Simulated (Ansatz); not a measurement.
Checking a run of Ansatz (a quantum-chemistry and plane-wave program) on Zn (P6_3/mmc, 4 atoms in the cell). The aim is a self-consistent single point with DFT, PBE, plane waves, default PAW files.

The input file:

Ansatz 0.2 input:
```yaml
crystal:
  lattice:
    - [2.744914, 0.000000, 0.000000]
    - [-1.372457, 2.377165, 0.000000]
    - [0.000000, 0.000000, 8.831780]
  atoms:
    - { symbol: Zn, position: [0.000000, 0.000000, 0.000000] }
    - { symbol: Zn, position: [0.000000, 0.000000, 0.500000] }
    - { symbol: Zn, position: [0.333333, 0.666667, 0.250000] }
    - { symbol: Zn, position: [0.666667, 0.333333, 0.750000] }
basis:
  ecutwfc: 210.0
kpoints:
  mp_grid:
    grid: [11, 11, 3]
hamiltonian:
  xc: pbe
  pseudopotentials:
    kind: paw
scf:
  occupations:
    method: cold
    width: 0.1
output:
  forces: true
  eigenvalues: true
  stress: true
```

Log, with long lists cut:

```
   [... lines left out ...]
WARN basis.ecutwfc = 210 eV is below the records' recommended cutoff, and the density's cutoff is lower with it unless basis.ecutrho_ratio is high enough to …
WARN ansatz: RAYON_NUM_THREADS=1 ignored (pool sized by the plan → 1); use --threads N
Pseudopotentials: kind: paw
Pseudopotential: Zn, paw, valence charge 12
Crystal: 4 atoms, lattice volume = 57.628 Å³
Basis set: ecut = 210 eV, 411 PW (Γ), exchange–correlation on 30×30×90 points (8 copies of the dense FFT grid, shifted against one another)
Bands: 29, of which v1, the nominal top of the filled ones, is band 24 counted from 1 (23 counted from 0)
Symmetry: 24 space group operations
Space group: P63/mmc (ITA 194), of the structure as read, at distance tolerance 3.9e-5 Å
k-points: 32 of 363
Initial density: superposition of atomic densities (neutral atoms: chi_scale 0, normalization atom), corrected by the library's trained network
Initial wavefunctions: pseudopotential atomic-orbital guess
Eigensolver: davidson
Functional: x = pbe(κ = 0.804, μ = 0.2195149727645171), c = pbe(β = 0.06672455060314922)
SCF iter   1: F=—  HF=-13260.794665 eV  |F-HF|=—  |Δ(HF+E_count)|=         —  Δρ=7.74e-2  dr2=1.53e0  ethr=1.77e-3  ⟨swp⟩=5.5  Hψ=3631  notcnv=0
all-band conjugate gradients solve this SCF's bands
preconditioner: auto → none
SCF iter   2: F=—  HF=-13257.177194 eV  |F-HF|=—  |Δ(HF+E_count)|=    3.62e0  S|Δr|=    0.00e0  Δρ=6.50e-2  dr2=1.51e0  ethr=1.77e-3  ⟨swp⟩=3.0  Hψ=2509  notcnv=0  defer=23
   [... lines left out ...]
SCF iter   5: F=—  HF=-13256.874509 eV  |F-HF|=—  |Δ(HF+E_count)|=   3.86e-4  S|Δr|=    0.00e0  Δρ=9.47e-5  dr2=2.42e-6  ethr=2.23e-6  ⟨swp⟩=2.0  Hψ=1647  notcnv=0  defer=21
SCF iter   6: F=—  HF=-13256.874401 eV  |F-HF|=—  |Δ(HF+E_count)|=   1.08e-4  S|Δr|=    0.00e0  Δρ=2.07e-5  dr2=2.29e-7  ethr=2.08e-10  ⟨swp⟩=7.2  Hψ=3969  notcnv=0
SCF iter   7: F=-13256.874401 eV  HF=-13256.874401 eV  |F-HF|=1.19e-8  |Δ(HF+E_count)|=   8.06e-8  S|Δr|=    0.00e0  Δρ=5.66e-6  dr2=1.25e-8  ethr=2.08e-10  ⟨swp⟩=3.7  Hψ=2641  notcnv=0
SCF 1 converged in 7 iterations: F = -13256.874401 eV  dr2 = 1.25e-8
Stability not checked (fill_not_monotonic)
Free energy (F): -13256.874401 eV
Internal energy: -13256.874985 eV  (E = F + TS)
E sigma→0 (E₀):  -13256.874596 eV
Entropy (-TS):   0.000585 eV (0.146 meV/atom)
Fermi energy:    11.662262 eV
--- Forces (eV/Å), atoms counted from 1 ---
  atom   1  Zn     0.00000000    -0.00000000    -0.00000000
   [... zero for the other atoms too ...]
--- Stress (GPa, compression-positive) ---
        1.364644      -0.000000       0.000000
       -0.000000       1.364644       0.000000
        0.000000       0.000000       3.159983
  P = ⅓ Tr σ = 1.9631 GPa (19.631 kbar)
  The stress holds the Pulay correction. Without it, at fixed plane waves, as pw.x and ABINIT print it: P = -237.4078 GPa
```

### Question
Can these results be used? Check the input.

### Answer
The run is not sound. The fault is a basis or grid far too coarse for these potentials. Far below the cutoff that the potentials were made for, the basis cannot represent the orbitals near the nuclei, and energies, forces and above all the stress go wrong. To fix it, restore the cutoff that the potentials need and check convergence. The run converged in 7 iterations without an error; against the sound input the free energy goes up by 4.80 eV/atom and the pressure goes from 3.21 to 1.96 GPa. At a fixed set of plane waves, without the program's Pulay estimate, the pressure is -237.41 GPa against 3.09 GPa.

The sound input it was made from differs as follows (other fixes are possible):
```diff
-basis:
-  ecutwfc: 210.0
```

With that input, the run converged in 6 iterations: free energy E − TS (on the zero of these files) -13276.0598 eV; Fermi level (on the code's own zero) 11.85 eV; pressure 3.21 GPa (DFT, PBE, plane waves, default PAW files).

On the sound input: the starting cell was generated: these elements placed on a structure prototype, without a prior relaxation; it need not be a known phase or ordering of this composition. Its lattice was rescaled by a random factor within 2.5 % of one. With a pressure of about 3 GPa the cell is away from its equilibrium volume at this level. Ansatz's pressure includes its estimate of the finite-basis (Pulay) stress.
